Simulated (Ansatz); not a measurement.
## Response to strain in ZnS

Take ZnS in the wurtzite structure (space group P6_3mc, No. 186) as the base.

```xyz
4
Lattice="3.7383 0.0000 0.0000 -1.8691 3.2374 0.0000 0.0000 0.0000 6.1429" Properties=species:S:1:pos:R:3 pbc="T T T"
Zn     0.0000     2.1583     0.0036
Zn     1.8691     1.0791     3.0751
S      0.0000     2.1583     2.2999
S      1.8691     1.0791     5.3714
```

Cartesian axes are those of the cell as printed.

Strains are applied to the cell and any free atomic positions relax; under biaxial strain the out-of-plane vector relaxes too.

All numbers come from LDA (Ansatz, a program for electronic structure, PAW, spin-orbit coupling left out).

```csv
change,volume per atom,electron mass,width of the top valence band
base,18.59 Å³,"0.15 mₑ along c, 0.18 mₑ across (at Γ)",2.37 eV
"biaxial strain +0.60 %, plane normal [001], relaxed out of plane",18.74 Å³,"0.16 mₑ out of plane, 0.18 mₑ in plane (at Γ)",2.31 eV
"biaxial strain +1.20 %, plane normal [001], relaxed out of plane",18.89 Å³,"0.16 mₑ out of plane, 0.17 mₑ in plane (at Γ)",2.26 eV
"biaxial strain +1.80 %, plane normal [001], relaxed out of plane",19.05 Å³,"0.16 mₑ out of plane, 0.17 mₑ in plane (at Γ)",2.25 eV
"biaxial strain +2.40 %, plane normal [001], relaxed out of plane",19.21 Å³,0.16 mₑ (at Γ),2.23 eV
"biaxial strain +3.00 %, plane normal [001], relaxed out of plane",19.36 Å³,0.16 mₑ (at Γ),2.22 eV
```

The levels and masses belong to the bands next to the band gap. Effective masses come from finite differences of ±0.01 Å⁻¹. Whether these cells are dynamically stable was not tested.
